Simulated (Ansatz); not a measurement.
Effective masses and thermopower of SiC (P6_3mc)

```
CSi
1.0
    3.07804     0.00000     0.00000
   -1.53902     2.66566     0.00000
    0.00000     0.00000    10.07603
Si C
4 4
Direct
  0.66667   0.33333   0.93783
  0.33333   0.66667   0.43783
  0.00000   0.00000   0.68791
  0.00000   0.00000   0.18791
  0.66667   0.33333   0.74980
  0.33333   0.66667   0.24980
  0.00000   0.00000   0.50045
  0.00000   0.00000   0.00045
```

All values below come from r2SCAN, rigid bands (plane waves, PAW, scalar-relativistic; Ansatz, a quantum-chemistry and plane-wave program). Condition of this run: functional r2SCAN on the same cell. How the cell was made: cell and atoms relaxed with PBEsol.

band gap: 2.60 eV
electron conductivity mass (300 K, dilute): 0.38 (x), 0.38 (y), 0.34 (z) mₑ
hole conductivity mass (300 K, dilute): 1.23 (x), 1.23 (y), 1.35 (z) mₑ
effective density of states N_c (300 K): 1.8e19 cm⁻³
effective density of states N_v (300 K): 9.0e19 cm⁻³
density-of-states mass, electrons: 0.79 mₑ
density-of-states mass, holes: 2.3 mₑ
Seebeck coefficient, n-type 1e19 cm⁻³, 300 K: -266 μV/K
Seebeck coefficient, p-type 1e19 cm⁻³, 300 K: 410 μV/K
best p-type power factor at 300 K for τ = 10 fs (best axis; densities from 1e16 to 1e21 cm⁻³ tried, whether or not they can be reached): 15.3 μW/(cm·K²) at 3e20 cm⁻³

Rigid bands; masses and Seebeck coefficients take one relaxation time τ for all states and one kind of carrier; polarons and phonon drag are left out. Spin-orbit coupling is left out; where it splits the top of the valence band, N_v and the p-type Seebeck coefficient come out somewhat high without it. Geometry: cell and atoms relaxed with PBEsol.
